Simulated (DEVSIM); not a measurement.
Structure: Al/SiO2/n-GaSb capacitor, at 250 K.

```csv
layer (left to right),material,thickness (nm),Nd (cm⁻³)
1,SiO2,2.40,-
2,GaSb,2900,4.3e16
```

Metal gate on the left, work function 4.1 eV. Fixed charge at the semiconductor interface 0 cm⁻² (in units of +e); no interface traps.

This is a model device: material constants are rounded textbook-type values typed into the input, and sizes, dopings and lifetimes were drawn at random. Values at 300 K; Nc and Nv go as T^1.5, mobilities as T to minus their exponent, the gap by Varshni's rule with the affinity fixed.

```
parameter         SiO2     GaSb
----------------  ----  -------
gap (eV)             9    0.726
affinity (eV)      0.9     4.06
permittivity       3.9     15.7
Nc (cm⁻³)            -   2.1e17
Nv (cm⁻³)            -   1.8e19
Varshni α (eV/K)     -  0.00042
Varshni β (K)        -      140
```

DEVSIM, 1D Poisson equation in equilibrium, Boltzmann statistics, complete ionisation; no quantum confinement or tunnelling. Metal contacts follow the ideal Schottky-Mott rule: no Fermi-level pinning, no interface dipoles.

**Question.** Give the band bending (positive: bands bend down) and minority sheet density.

**Answer.** 
```csv
Vg (V),ψs (V),minority carriers (cm⁻²)
-0.95,-0.713,1.5e12
-0.8,-0.679,5.0e11
-0.65,-0.589,1.1e10
-0.5,-0.449,< 1e8
-0.35,-0.310,< 1e8
-0.2,-0.174,< 1e8
-0.05,-0.046,< 1e8
```
